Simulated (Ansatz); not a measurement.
Ansatz (a program for electronic structure) run on Bi2Te3 (R-3m, 5 atoms in the cell): self-consistent single point.

Method of the run: PBE (plane waves, PAW; Ansatz).

The change in words: lattice scaled by 0.98. Reference geometry:
```xyz
5
Lattice="2.2581 1.3037 10.9911 -2.2581 1.3037 10.9911 0.0000 -2.6074 10.9911" Properties=species:S:1:pos:R:3 pbc="T T T"
Bi     0.0000     0.0000    19.8886
Bi     0.0000     0.0000    13.0848
Te     0.0000     0.0000    25.8245
Te     0.0000     0.0000     7.1489
Te     0.0000     0.0000     0.0000
```

Reference input (self-consistent single point, DFT, PBE, plane waves, default PAW files): basis.ecutwfc = 30.9 Ry; kpoints.mp_grid.grid = 4 4 4; hamiltonian.xc = pbe; hamiltonian.pseudopotentials = {kind: paw} (the program's default PAW files); scf.occupations.method = fermi_dirac; scf.occupations.width = 0.0015 Ry. This run's input differs from it in these lines:

```diff
@@ -3,5 +3,5 @@
   lattice:
-    - [2.258106, 1.303718, 10.991137]
-    - [-2.258106, 1.303718, 10.991137]
-    - [0.000000, -2.607437, 10.991137]
+    - [2.212944, 1.277644, 10.771314]
+    - [-2.212944, 1.277644, 10.771314]
+    - [0.000000, -2.555288, 10.771314]
   atoms:
```

The program printed (abridged):

```
SCF iter   1: F=—  HF=-45734.182053 eV  |F-HF|=—  |Δ(HF+E_count)|=         —  Δρ=1.17e-3  dr2=5.03e-3  ethr=1.77e-3  ⟨swp⟩=8.8  Hψ=2654  notcnv=0
all-band conjugate gradients solve this SCF's bands
preconditioner: auto → Resta (q_TF=auto, 2.367 Å⁻¹)
SCF iter   2: F=—  HF=-45734.178927 eV  |F-HF|=—  |Δ(HF+E_count)|=   3.13e-3  Δρ=5.66e-4  dr2=1.55e-3  ethr=6.45e-6  ⟨swp⟩=2.7  Hψ=1329  notcnv=0  defer=22
   [... lines left out ...]
SCF iter   4: F=—  HF=-45734.179139 eV  |F-HF|=—  |Δ(HF+E_count)|=   1.57e-4  Δρ=1.61e-4  dr2=4.79e-5  ethr=2.89e-7  ⟨swp⟩=2.2  Hψ=872  notcnv=0  defer=22
SCF iter   5: F=—  HF=-45734.179226 eV  |F-HF|=—  |Δ(HF+E_count)|=   8.71e-5  Δρ=6.59e-5  dr2=8.70e-6  ethr=6.14e-8  ⟨swp⟩=2.0  Hψ=771  notcnv=0  defer=22
SCF iter   6: F=—  HF=-45734.179235 eV  |F-HF|=—  |Δ(HF+E_count)|=   8.58e-6  Δρ=1.00e-5  dr2=3.20e-7  ethr=1.11e-8  ⟨swp⟩=2.8  Hψ=1051  notcnv=0  defer=22
SCF iter   7: F=-45734.179235 eV  HF=-45734.179235 eV  |F-HF|=1.25e-8  |Δ(HF+E_count)|=   4.96e-7  Δρ=2.53e-6  dr2=2.36e-8  ethr=1.28e-10  ⟨swp⟩=11.6  Hψ=2889  notcnv=0
SCF 1 converged in 7 iterations: F = -45734.179235 eV  dr2 = 2.36e-8
Free energy (F): -45734.179235 eV
Internal energy: -45734.179235 eV  (E = F + TS)
E sigma→0 (E₀):  -45734.179235 eV
Fermi energy:    8.197242 eV
--- Forces (eV/Å), atoms counted from 1 ---
  atom   1  Bi    -0.00000000     0.00000000     0.05831115
  atom   2  Bi     0.00000000    -0.00000000    -0.05831115
  atom   3  Te    -0.00000000     0.00000000     0.06827964
  atom   4  Te     0.00000000    -0.00000000    -0.06827964
  atom   5  Te    -0.00000000    -0.00000000     0.00000000
--- Stress (GPa, compression-positive) ---
        0.421051       0.000000      -0.000000
        0.000000       0.421051      -0.000000
       -0.000000      -0.000000       0.260234
  P = ⅓ Tr σ = 0.3674 GPa (3.674 kbar)
  The stress holds the Pulay correction. Without it, at fixed plane waves, as pw.x and ABINIT print it: P = 0.3416 GPa
```

The run converged in 7 iterations. Against the reference run the free energy falls by 12.8 meV/atom, the pressure goes from -2.02 to 0.37 GPa, the largest force goes from 0.332 to 0.068 eV/Å and the gap on the mesh hardly changes (0.601 to 0.606 eV).

The starting cell comes from a database of computed structures (which also holds hypothetical and non-ambient phases and stackings), without a prior relaxation at this level. Its lattice was rescaled by a random factor within 2.5 % of one. For this run, on top of that: lattice scaled by 0.98. Spin-orbit coupling is off. Ansatz's pressure includes its estimate of the finite-basis (Pulay) stress.

Keys are those of Ansatz 0.2.
